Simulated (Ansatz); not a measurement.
The starting structures come from a database of crystals and need not be the phases stable at ambient conditions.

 Where the default PAW files enter, the runs use the earlier of Ansatz's two default sets.

The decay constant κ of evanescent states in the gap governs leakage through a thin film.

Consider the following.

```xyz
10
Lattice="5.3748 0.0000 0.0000 -2.6874 4.6547 0.0000 2.6874 1.5516 4.7271" Properties=species:S:1:pos:R:3 pbc="T T T"
Li     2.6874     4.6547     3.5453
Li     2.6874     1.5516     1.1818
Nb     0.0000     3.1032     2.3635
Nb     0.0000     0.0000     0.0000
O      1.6672     3.3187     1.1818
O      3.7077     2.8876     3.5453
O     -1.0202     4.4392     1.1818
O      6.3951     1.7671     3.5453
O      4.7279     1.5516     1.1818
O      0.6469     4.6547     3.5453
```

Space group of this cell: R-3c. The cell is strained (all lengths scaled by 1.02); by r2SCAN its mean pressure is -18.9 GPa.

Transport runs along the normal of the first two printed cell vectors, the (001) plane of the conventional cell.

The gap is the functional's own, uncorrected, and κ follows it; spin-orbit coupling is left out. Mid-gap values are interpolated between the computed energies.

Q: Predict the band gap and the smallest decay constant κ at mid-gap from r2SCAN in Ansatz (a program for electronic structure).

A: Gap 2.58 eV on a 8×8×8 mesh; κ = 0.288 1/Å, at (0.417, 0.000) of the in-plane reciprocal vectors. At the zone centre, at the nearest computed energy, the slowest state has κ = 0.30 1/Å.
